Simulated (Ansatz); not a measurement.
Band structure of GaN (P6_3mc, 4 atoms in the cell).

```xyz
4
Lattice="3.1204 0.0000 0.0000 -1.5602 2.7023 0.0000 0.0000 0.0000 5.0807" Properties=species:S:1:pos:R:3 pbc="T T T"
Ga     1.5602     0.9008     2.5357
Ga     0.0000     1.8015     5.0760
N      1.5602     0.9008     4.4503
N      0.0000     1.8015     1.9099
```

Level of theory: PBE (plane waves, PAW; Ansatz, a first-principles code).

Settings: kpoints.mp_grid.grid = 10 10 5; hamiltonian.xc = pbe; hamiltonian.pseudopotentials = {kind: paw} (the program's default PAW files); scf.occupations.method = fixed; kpoints.band_path.npoints = 8.

The starting cell comes from a database of computed structures (which also holds hypothetical and non-ambient phases and stackings), without a prior relaxation at this level. Its lattice was rescaled by a random factor within 2.5 % of one.

Q: Predict the gap along the standard path and the places of the band edges.

A: The gap along the path is 2.33 eV, direct at Γ to within 0.01 eV.

Levels in eV from the top of the valence band on the path, bands 15 to 21:
```tsv
point	15	16	17	18	19	20	21
Γ	-1.11	-0.04	0.00	0.00	2.33	4.67	9.56
M	-4.49	-2.97	-2.39	-1.08	5.25	5.91	6.26
K	-5.55	-3.21	-3.21	-2.94	5.15	8.37	8.37
A	-0.57	-0.57	-0.57	-0.57	4.66	4.66	8.81
L	-2.10	-2.10	-2.03	-2.03	4.61	4.61	8.17
H	-4.53	-4.53	-1.60	-1.60	6.80	6.80	7.49
```

Keys are those of Ansatz 0.2.
